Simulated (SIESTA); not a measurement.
Band structure of PbO2 (P4_2/mnm, 6 atoms in the cell).

```
PbO2
1.0
    4.88807     0.00000     0.00000
    0.00000     4.88807     0.00000
    0.00000     0.00000     3.33605
Pb O
2 4
Direct
  0.00000   0.00000   0.00000
  0.50000   0.50000   0.50000
  0.30743   0.30743   0.00000
  0.69257   0.69257   0.00000
  0.19257   0.80743   0.50000
  0.80743   0.19257   0.50000
```

Level of theory: GGA PBE, numerical atomic orbitals DZP, PseudoDojo PBE standard norm-conserving potentials (rewritten from UPF to PSML) in SIESTA.

Settings: XC.functional = GGA; XC.authors = PBE; potentials = PseudoDojo PBE standard; PAO.BasisSize = DZP; PAO.EnergyShift = 0.01 Ry; MeshCutoff = 400 Ry; kgrid.MonkhorstPack = 6 6 8; OccupationFunction = MP; OccupationMPOrder = 0; ElectronicTemperature = 1578.21 K; MaxSCFIterations = 150; SCF.Mixer.Method = Pulay; SCF.Mixer.Weight = 0.1; SCF.Mixer.History = 6.

The starting cell comes from a database of computed structures (which also holds hypothetical and non-ambient phases and stackings), without a prior relaxation at this level. Its lattice was rescaled by a random factor within 2.5 % of one. Spin-orbit coupling is off. Values carry the incompleteness of an atom-centred basis. The run gives no clean gap (levels at the Fermi energy touch, overlap or are partly filled at this smearing), which alone does not show that the compound is a metal.

Levels in eV from the Fermi level, bands 23 to 28:
| point | 23 | 24 | 25 | 26 | 27 | 28 |
|---|---|---|---|---|---|---|
| Γ | -0.74 | -0.69 | -0.68 | -0.68 | -0.02 | 4.56 |
| X | -0.78 | -0.78 | -0.48 | -0.48 | 2.68 | 2.68 |
| M | -0.80 | -0.80 | -0.62 | -0.62 | 3.09 | 3.09 |
| Z | -1.30 | -1.30 | -0.92 | -0.92 | 4.04 | 4.04 |
| R | -0.89 | -0.89 | -0.32 | -0.32 | 4.36 | 4.36 |
| A | -0.79 | -0.79 | -0.62 | -0.62 | 3.06 | 3.06 |

Bands cross the Fermi level along this path, so the cell is metallic at this level.

Higher empty bands are left out: an atom-centred basis made for the valence describes them poorly.
